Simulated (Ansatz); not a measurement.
Start from C (space group I4/mmm, No. 139; a = 4.3564 Å, c = 2.4989 Å; a model cell, its experimental status unchecked). Axes: x, y, z lie along a, b, c of the conventional cell.

It is then changed as follows: uniaxial stress, 0.5 GPa compression along x; all other stress components relax to zero.

Levels (all Ansatz, an electronic-structure program, PAW): PBEsol (420 eV, no spin-orbit coupling); r2SCAN (500 eV, without spin-orbit coupling).

The geometry is relaxed with PBEsol.

* **PBEsol pressure**: 1.7 kbar
* **PBEsol electron mass**: 0.50 mₑ along k, 0.35 mₑ across (off the special points)
* **PBEsol lowest conduction level above the VBM at special points**: R 4.35 eV; T 4.37 eV; Γ 4.38 eV; U₀ 4.65 eV

Problem. How does going to r2SCAN change the pressure, electron mass and lowest conduction level above the VBM at special points?

Solution. The pressure increases by 20.5 kbar (1.7 kbar → 22.2 kbar); the electron mass goes from 0.50 mₑ along k, 0.35 mₑ across (off the special points) to 0.50 mₑ along k, 0.34 mₑ across (off the special points); the lowest conduction level above the VBM at special points goes from R 4.35 eV; T 4.37 eV; Γ 4.38 eV; U₀ 4.65 eV to R 4.69 eV; T 4.70 eV; Γ 4.68 eV; U₀ 4.94 eV.

Single points use the geometry relaxed with PBEsol. Their cutoffs differ, which shifts pressures a little. The levels and masses belong to the bands next to the band gap. Load acts through the strain it causes; cell and atoms are relaxed under it. Effective masses come from finite differences of ±0.01 Å⁻¹. Along k means along the line from Γ to the band edge. Stability under load was not tested beyond the relaxation. This is not the structure that C has at room temperature and ambient pressure. k-point labels follow each cell's own Brillouin zone.
